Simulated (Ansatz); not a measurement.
# What uniaxial strain ε_xx = −0.75 % does to SiO2

The parent structure is SiO2 (space group P3_221, No. 154; a = 4.8658 Å, c = 5.3652 Å). Axes: x lies along a and z along c of the hexagonal cell.

The change: the cell is compressed by 0.75 % along x with no lateral relaxation; the atoms relax in the strained cell.

Computed with LDA (Ansatz, an electronic-structure program, PAW, no spin-orbit coupling). k-mesh 8×8×6 (Γ-centred); smearing 0.05 eV (Fermi–Dirac).

| quantity | base | changed | shift |
|---|---|---|---|
| volume per atom | 12.22 Å³ | 12.13 Å³ | -0.09 Å³ |
| space group | P3_221 (No. 154) | C2 (No. 5) | – |
| shortest interatomic distance | 1.608 Å | 1.608 Å | 0.000 Å |
| energy relative to the base (free energy F) | 0 meV/atom | +0.2 meV/atom | +0.2 meV/atom |
| pressure (mean of the normal stresses, compression positive) | 0.00 GPa | 0.24 GPa | +0.246 GPa |
| band gap | 5.83 eV | 5.85 eV | +0.026 eV |
| gap character | – | indirect, C₂ → Γ | – |
| smallest direct gap | 6.12 eV | 6.12 eV | 0.00 eV |
| electron mass | 0.50 mₑ (at Γ) | 0.49 mₑ (at Γ) | – |
| stress (xx, yy, zz, yz, xz, xy; compression positive) | – | (0.56, 0.09, 0.08, 0.12, 0.00, 0.00) GPa | – |

Final structure:

```
SiO2
1.0
    4.82935     0.00000     0.00000
   -2.41468     4.21395     0.00000
    0.00000     0.00000     5.36522
Si O
3 6
Direct
  0.00057   0.46433   0.33375
  0.53623   0.53567   0.99959
  0.46276   0.00000   0.66667
  0.28084   0.41176   0.22452
  0.58827   0.86543   0.88826
  0.72285   0.13457   0.44507
  0.86909   0.58824   0.10881
  0.40786   0.27633   0.77853
  0.13153   0.72367   0.55480
```

Effective masses come from finite differences of ±0.01 Å⁻¹. Stability against distortions was not tested. Labels are those of the standard path for the cell's own space group.
